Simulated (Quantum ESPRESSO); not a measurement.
# Several settings converged on KBr (Fm-3m, 2 atoms in the cell)

```xyz
2
Lattice="-3.2835 0.0000 3.2835 0.0000 3.2835 3.2835 -3.2835 3.2835 0.0000" Properties=species:S:1:pos:R:3 pbc="T T T"
K      0.0000     0.0000     0.0000
Br    -3.2835     3.2835     3.2835
```

Base method: PBE, SSSP 1.1.2 efficiency (PBE) pseudopotentials (plane waves; Quantum ESPRESSO).

Base settings: ecutwfc = 50 Ry; ecutrho = 400 Ry; occupations = smearing; smearing = fd; degauss = 0.000734986 Ry; potentials = {K: K.pbe-spn-kjpaw_psl.1.0.0.UPF, Br: br_pbe_v1.4.uspp.F.UPF}; K_POINTS = automatic 3 3 3 0 0 0; conv_thr = 1e-08 Ry; mixing_beta = 0.7.

Core times come from one kind of shared machine, to one figure; runs under 30 s give none.

**Zone-centre phonons against the cutoff**

In this ladder: occupations = fixed; smearing = default; degauss = default; nbnd = 10; ph.x.tr2_ph = 1e-14; ph.x.fildyn = dyn.G; ph.x.epsil = true; dynmat.x.fildyn = dyn.G; dynmat.x.asr = crystal. Moved along: ecutrho.

The mesh stays at the base's, so the ladder's end is converged at best in this setting alone.

Frequencies are those of the unrelaxed cell, without the LO-TO term of polar crystals.

Only quantities that move along the ladder and can be compared are tabulated.

```tsv
ecutwfc	highest zone-centre frequency (cm⁻¹)	largest Born charge (mean of the diagonal) (e)	core time / last (rough)
25 Ry	117.6	1.163	0.3
35 Ry	115.3	1.147	0.5
50 Ry	115.4	1.147	0.6
75 Ry	115.3	1.147	1
```

Coarsest ecutwfc that holds the highest zone-centre frequency within 2 cm⁻¹ of the last step, with all finer ones: 35 Ry; the step before is off by 2.3 cm⁻¹.

Coarsest ecutwfc that holds the largest Born charge (mean of the diagonal) within 0.005 e of the last step, with all finer ones: 35 Ry; the step before is off by 0.016 e.

**Zone-centre phonons against the SCF threshold**

In this ladder: occupations = fixed; smearing = default; degauss = default; nbnd = 10; ph.x.tr2_ph = 1e-14; ph.x.fildyn = dyn.G; ph.x.epsil = true; dynmat.x.fildyn = dyn.G; dynmat.x.asr = crystal.

The mesh stays at the base's, so the ladder's end is converged at best in this setting alone.

Frequencies are those of the unrelaxed cell, without the LO-TO term of polar crystals.

Only quantities that move along the ladder and can be compared are tabulated.

```csv
conv_thr,highest zone-centre frequency (cm⁻¹),largest Born charge (mean of the diagonal) (e),core time / last (rough)
7.3e-05 Ry,110.8,1.126,1
7.3e-07 Ry,116.4,1.149,0.9
7.3e-09 Ry,115.4,1.147,1
7.3e-13 Ry,115.3,1.147,1
```

Coarsest conv_thr that holds the largest Born charge (mean of the diagonal) within 0.005 e of the last step, with all finer ones: 7.3e-07 Ry; the step before is off by 0.021 e.

Coarsest conv_thr that holds the highest zone-centre frequency within 2 cm⁻¹ of the last step, with all finer ones: 7.3e-07 Ry; the step before is off by 4.5 cm⁻¹.

**The dielectric constant against the mesh**

In this ladder: occupations = fixed; smearing = default; degauss = default; nbnd = 10; ph.x.tr2_ph = 1e-14; ph.x.trans = false; ph.x.epsil = true; ph.x.zeu = true.

Only quantities that move along the ladder and can be compared are tabulated.

```tsv
K_POINTS	largest Born charge (mean of the diagonal) (e)	mean ε∞
automatic 3 3 3 0 0 0	1.147	2.621
automatic 5 5 5 0 0 0	1.124	2.569
automatic 7 7 7 0 0 0	1.124	2.569
automatic 10 10 10 0 0 0	1.124	2.569
```

Coarsest K_POINTS that holds the largest Born charge (mean of the diagonal) within 0.005 e of the last step, with all finer ones: automatic 5 5 5 0 0 0; the step before is off by 0.023 e.

Coarsest K_POINTS that holds the mean ε∞ within 0.01 of the last step, with all finer ones: automatic 5 5 5 0 0 0; the step before is off by 0.051.

On the base run: the starting cell has typed, rounded lattice constants, without a prior relaxation at this level. Its lattice was rescaled by up to half a per cent.
